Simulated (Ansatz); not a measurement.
## Pressure series in Nb2CS

The reference is Nb$_{2}$CS (space group P6_3/mmc, No. 194; a = 3.2683 Å, c = 11.5634 Å; a cell from a computed database, its experimental status unchecked).

Cell and atoms are relaxed at each pressure.

Calculations: plane-wave PAW DFT at the PBEsol level (Ansatz, a program for electronic structure, 420 eV), without spin-orbit coupling.

Notes on the quantities. enthalpy: H = E + PV relative to the base's energy.

```
case                   enthalpy  shortest interatomic distance  c/a ratio
----------------  -------------  -----------------------------  ---------
base                          –                        2.190 Å      3.538
pressure 0.3 GPa  +0.03 eV/atom                        2.189 Å      3.539
pressure 0.7 GPa  +0.06 eV/atom                        2.188 Å      3.540
pressure 1.5 GPa  +0.12 eV/atom                            ___      3.541
pressure 3 GPa    +0.25 eV/atom                            ___      3.544
pressure 5 GPa    +0.41 eV/atom                            ___        ___
```

Q: Fill in the withheld entries from the trend.

A: 
- pressure 1.5 GPa, shortest interatomic distance: 2.186 Å
- pressure 3 GPa, shortest interatomic distance: 2.182 Å
- pressure 5 GPa, shortest interatomic distance: 2.178 Å
- pressure 5 GPa, c/a ratio: 3.548

Load acts through the strain it causes; cell and atoms are relaxed under it. No phonon test of stability was made. Competing high-pressure phases were not computed. All final runs are without spin polarisation.
